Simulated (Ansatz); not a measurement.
Band structure of KTaO₃ (Pm-3m, 5 atoms in the cell).

```
CELL_PARAMETERS angstrom
      4.07677     0.00000     0.00000
      0.00000     4.07677     0.00000
      0.00000     0.00000     4.07677
ATOMIC_POSITIONS crystal
  K  0.50000 0.50000 0.50000
  Ta 0.00000 0.00000 0.00000
  O  0.00000 0.50000 0.00000
  O  0.50000 0.00000 0.00000
  O  0.00000 0.00000 0.50000
```

Method of the run: PBE (plane waves, PAW; Ansatz, a first-principles code).

Settings: basis.ecutwfc = 420 eV; kpoints.mp_grid.grid = 6 6 6; hamiltonian.xc = pbe; hamiltonian.pseudopotentials = {kind: paw} (the program's default PAW files); scf.occupations.method = fixed; kpoints.band_path.npoints = 8.

The starting cell comes from a database of computed structures (which also holds hypothetical and non-ambient phases and stackings), without a prior relaxation at this level. Its lattice was rescaled by a random factor within 2.5 % of one. Spin-orbit coupling is off.

Task: Predict the gap along the standard path and the places of the band edges.

Result: The gap along the path is 2.07 eV, from R to Γ; the smallest direct gap on it is 2.70 eV.

Levels in eV from the top of the valence band on the path, bands 17 to 24:
```json
[
 {"point": "Γ", "17": "-0.95", "18": "-0.63", "19": "-0.63", "20": "-0.63", "21": "2.07", "22": "2.07", "23": "2.07", "24": "6.07"},
 {"point": "X", "17": "-1.99", "18": "-1.35", "19": "-0.83", "20": "-0.83", "21": "2.20", "22": "4.62", "23": "4.62", "24": "6.11"},
 {"point": "M", "17": "-1.74", "18": "-1.34", "19": "-1.34", "20": "-0.03", "21": "4.65", "22": "4.65", "23": "5.83", "24": "6.89"},
 {"point": "R", "17": "-3.68", "18": "0.00", "19": "0.00", "20": "0.00", "21": "5.93", "22": "5.93", "23": "5.93", "24": "8.72"}
]
```

Keys are those of Ansatz 0.2.
